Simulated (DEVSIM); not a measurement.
Structure: Si p+/n-/n+ power diode, at 300 K.

| layer (left to right) | material | thickness (μm) | Nd (cm⁻³) | Na (cm⁻³) | τn (s) | τp (s) |
|---|---|---|---|---|---|---|
| 1 | Si | 3.30 | - | 1.5e18 | 2.6e-5 | 2.6e-5 |
| 2 | Si | 19.0 | 1.1e16 | - | 2.6e-5 | 2.6e-5 |
| 3 | Si | 4.00 | 2.9e18 | - | 2.6e-5 | 2.6e-5 |

Left contact: ohmic. Right contact: ohmic. Voltage is applied to the left contact. Recombination: SRH at mid-gap, radiative, Auger. Gap narrowing is on: ΔEg = 6.92 meV × (l + √(l² + 0.5)), l = ln(N/1.3e17 cm⁻³), shared equally by both band edges. Mobility is constant in doping.

The device is made up for the run: typed textbook-type constants, with dimensions and the other settings drawn at random. Values at 300 K.

| parameter | Si |
|---|---|
| gap (eV) | 1.124 |
| affinity (eV) | 4.05 |
| permittivity | 11.7 |
| Nc (cm⁻³) | 2.86e19 |
| Nv (cm⁻³) | 3.1e19 |
| μn (cm²/Vs) | 1417 |
| μp (cm²/Vs) | 470 |
| B (cm³/s) | 4.7e-15 |
| Cn (cm⁶/s) | 2.8e-31 |
| Cp (cm⁶/s) | 9.9e-32 |

Simulated with DEVSIM: 1D drift-diffusion, Boltzmann statistics, complete ionisation; no tunnelling, impact ionisation, image-force lowering or self-heating.

Tabulate band edges, carrier densities and field at 0.9 V on the left contact.

Energies count from the Fermi level of the right contact; mesh points crowd at the junctions.

```tsv
x (μm)	Ec (eV)	Ev (eV)	n (cm⁻³)	p (cm⁻³)	field (V/cm)
0.000	0.111	-0.978	290	1.5e18	≈ 0
0.06388	0.111	-0.978	1.1e15	1.5e18	≈ 0
0.2827	0.111	-0.978	4.7e15	1.5e18	≈ 0
1.087	0.112	-0.978	1.8e16	1.5e18	≈ 0
2.843	0.113	-0.977	4.6e16	1.5e18	≈ 0
3.186	0.113	-0.977	5.1e16	1.6e18	≈ 0
3.286	0.113	-0.977	5.3e16	1.5e18	-730
3.358	0.085	-1.038	1.5e17	1.4e17	≈ 0
3.576	0.086	-1.038	1.5e17	1.4e17	26
4.337	0.088	-1.036	1.6e17	1.4e17	26
7.182	0.095	-1.028	1.6e17	1.5e17	25
18.11	0.121	-1.002	1.7e17	1.6e17	23
21.13	0.128	-0.995	1.7e17	1.6e17	23
22.00	0.130	-0.993	1.8e17	1.6e17	23
22.27	0.131	-0.993	1.8e17	1.6e17	-370
22.31	0.058	-1.022	2.9e18	5.1e16	-370
22.40	0.058	-1.022	3.0e18	5.0e16	≈ 0
22.74	0.058	-1.022	2.9e18	4.6e16	≈ 0
24.67	0.059	-1.022	2.9e18	2.1e16	≈ 0
25.85	0.059	-1.021	2.9e18	5.8e15	≈ 0
26.19	0.059	-1.021	2.9e18	1.4e15	≈ 0
26.30	0.059	-1.021	2.9e18	220	≈ 0
```
